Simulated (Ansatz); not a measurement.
```
CELL_PARAMETERS angstrom
      3.57185     0.00000     0.00000
     -1.78592     3.09331     0.00000
      0.00000     0.00000    24.15000
ATOMIC_POSITIONS crystal
  As 0.33333 0.66667 0.38037
  As 0.66667 0.33333 0.43821
  As 0.33333 0.66667 0.56179
  As 0.66667 0.33333 0.61963
```

Methods: PBE+D3(BJ) (plane waves to 420 eV, PAW; Ansatz, a first-principles code); PBE+D3(BJ) with spin-orbit coupling (plane waves to 420 eV, PAW; Ansatz); HSE06 (plane waves to 420 eV, PAW; Ansatz). Geometries and values that name no level are of the first. Values not marked SOC have no spin–orbit coupling; PBE gaps are too small against experiment. Its k-point mesh 9×9×1, Fermi–Dirac width 0.01 eV. HSE06 ran on meshes of its own (9×9×1); its edges and gaps are taken over the mesh and over extra points off it, mostly where PBE has its edges. A dipole correction is on.

Problem. Name the layers and their stacking, and give its binding and gap.

Solution. 2 layers of arsenene, started at parallel, no shift (facing atoms over hollows or bridges; arsenene a predicted or substrate-bound sheet, here free).
- step of the vacuum level across the stack (top less bottom): 0.00 eV
- interaction energy of the frozen layers: -22.2 meV/Å²
- interaction energy without the D3 term at this geometry: +3.9 meV/Å²
- PBE gap over the mesh and listed points off it: 0.73 eV, indirect (lowest direct gap 1.60 eV)
- valence and conduction edges under the vacuum level of the lower face: 4.86 and 4.13 eV
- HSE06 gap at the same geometry: 1.25 eV
- PBE+SOC gap at the same geometry: 0.72 eV
